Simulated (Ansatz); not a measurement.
**V₃Mo (model structure, started from the A15 type, Pm-3n, No. 223, 8 atoms in the cell): bulk modulus B0 by level of theory**

No measured value is used here.

```tsv
level (code)	value (GPa)	cell (Å³/atom)
LDA (Ansatz)	224	13.41
PBEsol (Ansatz)	213	13.79
r²SCAN (Ansatz)	209	14.08
```

Spin-polarised start: LDA, PBEsol, r²SCAN. LDA, PBEsol, r²SCAN: the starting moments vanished in the run, and other orders were not tried. LDA, PBEsol, r²SCAN: the bulk modulus is −V dP/dV from two relaxed cells at ±2 % in volume. Each level is taken at its own relaxed cell. Cutoffs differ between the levels. Ansatz's density-functional and Hartree–Fock values are scalar-relativistic unless marked +SOC, with PAW data made under PBE.

A model structure was made by putting elements into a prototype or built by hand; it is no filed structure, need not be a known phase, and can be a saddle point held by its symmetry.

Ansatz is a first-principles code.
